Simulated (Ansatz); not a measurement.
**Convergence test for Rb (Fd-3m, 2 atoms in the cell)**

```xyz
2
Lattice="0.0000 4.2991 4.2991 4.2991 0.0000 4.2991 4.2991 4.2991 0.0000" Properties=species:S:1:pos:R:3 pbc="T T T"
Rb     6.4487     6.4487     6.4487
Rb     4.2991     4.2991     4.2991
```

Method of the run: PBE (plane waves, PAW; Ansatz, a first-principles code).

The starting cell was generated: these elements placed on a structure prototype, without a prior relaxation; it need not be a known phase or ordering of this composition. Its lattice was rescaled by a random factor within 2.5 % of one. Ansatz's pressure includes its estimate of the finite-basis (Pulay) stress.

Held fixed: kpoints.mp_grid.grid = 9 9 9; hamiltonian.xc = pbe; hamiltonian.pseudopotentials = {kind: paw} (the program's default PAW files); scf.occupations.method = fermi_dirac; scf.occupations.width = 0.01 Ry.

ΔF is the free energy per atom less that of the last row (61.7 Ry).

The first pressure column holds Ansatz's estimate of the finite-basis (Pulay) stress, which hides part of the cutoff error; the other is without it.

The series runs over basis.ecutwfc = 12.5 Ry; 15.4 Ry; 18.4 Ry; 21.7 Ry; 24.6 Ry; 27.9 Ry; 30.9 Ry; 35.6 Ry; 40.1 Ry; 46.3 Ry; 54 Ry; 61.7 Ry.

Task: From which setting on does the energy stay within 2 meV/atom of the last one?

Result: From basis.ecutwfc = 21.7 Ry on; the one before it is off by 7.9 meV/atom.

```json
[
 {"basis.ecutwfc": "12.5 Ry", "ΔF (meV/atom)": "441.4", "pressure (GPa)": "1.35", "pressure at a fixed set of plane waves (GPa)": "-2.88", "plane waves": "821", "iterations": "7"},
 {"basis.ecutwfc": "15.4 Ry", "ΔF (meV/atom)": "72.1", "pressure (GPa)": "1.36", "pressure at a fixed set of plane waves (GPa)": "0.35", "plane waves": "1067", "iterations": "7"},
 {"basis.ecutwfc": "18.4 Ry", "ΔF (meV/atom)": "7.9", "pressure (GPa)": "1.35", "pressure at a fixed set of plane waves (GPa)": "1.19", "plane waves": "1459", "iterations": "6"},
 {"basis.ecutwfc": "21.7 Ry", "ΔF (meV/atom)": "0.62", "pressure (GPa)": "1.35", "pressure at a fixed set of plane waves (GPa)": "1.34", "plane waves": "1837", "iterations": "7"},
 {"basis.ecutwfc": "24.6 Ry", "ΔF (meV/atom)": "0.21", "pressure (GPa)": "1.35", "pressure at a fixed set of plane waves (GPa)": "1.34", "plane waves": "2229", "iterations": "7"},
 {"basis.ecutwfc": "27.9 Ry", "ΔF (meV/atom)": "0.08", "pressure (GPa)": "1.35", "pressure at a fixed set of plane waves (GPa)": "1.35", "plane waves": "2685", "iterations": "7"},
 {"basis.ecutwfc": "30.9 Ry", "ΔF (meV/atom)": "0.05", "pressure (GPa)": "1.35", "pressure at a fixed set of plane waves (GPa)": "1.35", "plane waves": "3119", "iterations": "7"},
 {"basis.ecutwfc": "35.6 Ry", "ΔF (meV/atom)": "0.03", "pressure (GPa)": "1.35", "pressure at a fixed set of plane waves (GPa)": "1.35", "plane waves": "3839", "iterations": "7"},
 {"basis.ecutwfc": "40.1 Ry", "ΔF (meV/atom)": "0.01", "pressure (GPa)": "1.35", "pressure at a fixed set of plane waves (GPa)": "1.35", "plane waves": "4645", "iterations": "7"},
 {"basis.ecutwfc": "46.3 Ry", "ΔF (meV/atom)": "0.01", "pressure (GPa)": "1.35", "pressure at a fixed set of plane waves (GPa)": "1.35", "plane waves": "5769", "iterations": "7"},
 {"basis.ecutwfc": "54 Ry", "ΔF (meV/atom)": "0.00", "pressure (GPa)": "1.35", "pressure at a fixed set of plane waves (GPa)": "1.35", "plane waves": "7239", "iterations": "7"},
 {"basis.ecutwfc": "61.7 Ry", "ΔF (meV/atom)": "0.00", "pressure (GPa)": "1.35", "pressure at a fixed set of plane waves (GPa)": "1.35", "plane waves": "8801", "iterations": "7"}
]
```

Keys are those of Ansatz 0.2.
